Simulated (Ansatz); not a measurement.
## A constructed model of the (111) surface of fcc Au, a layer of Mn in place of the second plane (bottom of the slab: a bare face, its two planes held)

Calculation: PBE (plane waves to 420 eV, PAW; Ansatz, a program for electronic structure).

Set-up: 6 atoms, 12.0 Å thick at the start; mesh 15x15x1; 0.1 eV smearing; dipole correction on; 2 atoms held, the rest relaxed; symmetry of the start imposed; spin-polarised, ending with about 4.1 μB a cell; orders that need a larger cell were not tried, no spin-orbit, no U. It is one candidate, not shown to be the stable structure of the face.

```json
{
  "work_function_of_the_top_face": "4.65 eV",
  "energy_released_by_relaxation": "0.22 eV",
  "magnetic_moment_of_the_cell": "4.08 μB",
  "cost": "around 4 core-minutes (rough)"
}
```
